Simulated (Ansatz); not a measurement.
Base system: LaN in the zinc blende structure (space group F-43m, No. 216; a = 5.546 Å; a hypothetical phase, not in the database extracts checked).

Computed with plane-wave PAW DFT at the PBEsol level (Ansatz, a first-principles code, 420 eV), without spin-orbit coupling.

Base values:

```
Item                  Result
-------------------  -------
Smallest direct gap  2.22 eV
Lattice parameter a  5.546 Å
```

The change: a negative pressure, −1 GPa.

Question: Predict the new smallest direct gap.

Answer: The smallest direct gap falls by 0.016 eV to 2.21 eV.

Question: What does the calculation give for the lattice parameter a after the change?

Answer: The lattice parameter a grows by 0.0203 Å to 5.567 Å.

Load acts through the strain it causes; cell and atoms are relaxed under it. Gaps are Kohn–Sham eigenvalue differences; semilocal functionals usually give less than the measured gap. No phonon test of stability was made.
